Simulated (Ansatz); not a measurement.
Worked example: zone-centre phonon calculation of TePdSe (P3m1, 3 atoms in the cell) in Ansatz (a quantum-chemistry and plane-wave program).

Method: LDA (PW92), PAW files made with PBE (plane waves; Ansatz).

```xyz
3
Lattice="3.9274 0.0000 0.0000 -1.9637 3.4013 0.0000 0.0000 0.0000 5.0289" Properties=species:S:1:pos:R:3 pbc="T T T"
Te     0.0000     0.0000     3.6739
Pd     0.0000     2.2675     0.0448
Se     1.9637     1.1338     1.3102
```

Reference input (self-consistent single point, DFT, PBEsol, plane waves, PAW files made with PBE): basis.ecutwfc = 420 eV; kpoints.mp_grid.grid = 10 10 7; hamiltonian.xc = pbesol; hamiltonian.pseudopotentials = {kind: paw} (the program's default PAW files); scf.occupations.method = gaussian; scf.occupations.width = 0.1 eV. This run's input differs from it in these lines:

Ansatz 0.2 input:
```diff
@@ -16,3 +16,3 @@
 hamiltonian:
-  xc: pbesol
+  xc: lda
   pseudopotentials:
@@ -24,6 +24,4 @@
     width: 0.1
-output:
-  forces: true
-  eigenvalues: true
-  stress: true
+phonons:
+  method: dfpt
```

Output (repeated stretches shortened):

```
SCF iter   1: F=—  HF=-19059.295526 eV  |F-HF|=—  |Δ(HF+E_count)|=         —  Δρ=1.44e-1  dr2=2.08e1  ethr=3.10e-3  ⟨swp⟩=7.3  Hψ=26813  notcnv=0
all-band conjugate gradients solve this SCF's bands
preconditioner: auto → Kerker (q_TF=auto, 2.597 Å⁻¹)
SCF iter   2: F=—  HF=-19056.925151 eV  |F-HF|=—  |Δ(HF+E_count)|=    2.37e0  Δρ=6.01e-2  dr2=4.42e0  ethr=3.10e-3  ⟨swp⟩=3.0  Hψ=13647  notcnv=0  defer=136
   [... lines left out ...]
SCF iter  11: F=—  HF=-19056.208251 eV  |F-HF|=—  |Δ(HF+E_count)|=   6.27e-9  Δρ=2.67e-6  dr2=6.71e-9  ethr=6.85e-11  ⟨swp⟩=2.0  Hψ=8889  notcnv=0  defer=125
SCF iter  12: F=—  HF=-19056.208251 eV  |F-HF|=—  |Δ(HF+E_count)|=   1.36e-9  Δρ=8.50e-7  dr2=5.69e-10  ethr=1.34e-11  ⟨swp⟩=2.3  Hψ=9217  notcnv=0  defer=125
SCF iter  13: F=—  HF=-19056.208251 eV  |F-HF|=—  |Δ(HF+E_count)|=  5.46e-11  Δρ=2.06e-7  dr2=3.64e-11  ethr=1.14e-12  ⟨swp⟩=2.0  Hψ=7825  notcnv=0  defer=125
SCF iter  14: F=-19056.208251 eV  HF=-19056.208251 eV  |F-HF|=0.00e0  |Δ(HF+E_count)|=  3.64e-12  Δρ=9.31e-8  dr2=6.16e-12  ethr=1.00e-12  ⟨swp⟩=11.5  Hψ=33546  notcnv=0
SCF 1 converged in 14 iterations: F = -19056.208251 eV  dr2 = 6.16e-12
DFPT response loops at Γ: preconditioner auto → Kerker (q_TF=auto, 2.597 Å⁻¹) (partly filled bands, converged f_vac=0.013) …
Free energy (F): -19056.208251 eV
Internal energy: -19056.199815 eV  (E = F + TS)
E sigma→0 (E₀):  -19056.204033 eV
Entropy (-TS):   -0.008436 eV (-2.812 meV/atom)
Fermi energy:    11.831313 eV
--- Phonons (Γ-DFPT): 6 representative perturbations + reference, on 196 of 700 k-points (Σ response iterations 18) ---
  k mesh reduced under 2 symmetry operations, with k and −k counted as one. Each operation leaves every solved perturbation unchanged …
  ASR residual: 9.900e-5 → 0.000e0 eV/Å²; symmetrization residual: 4.506e-5 eV/Å²
  ASR residual per site (eV/Å²): 3.61e-5 9.90e-5 3.99e-5
  Γ frequencies (cm⁻¹): 0.00 0.00 0.00 85.95 85.95 134.07 186.92 186.92 187.96
  non-analytic LO–TO correction: not included (Born effective charges unavailable; polar crystals: no LO–TO splitting at Γ)
```

The run converged in 14 iterations. 

Summary of the result:
* **Free energy E − TS (on the zero of these files)**: -19056.2083 eV
* **Fermi level (on the code's own zero)**: 11.83 eV
* **Zone-centre frequencies (cm⁻¹; negative means imaginary)**: 0, 0, 0, 86, 86, 134, 187, 187, 188

The starting cell comes from a database of computed structures (which also holds hypothetical and non-ambient phases and stackings), without a prior relaxation at this level. Spin polarisation is off.

Cost on one core of a shared machine: roughly 4 min.
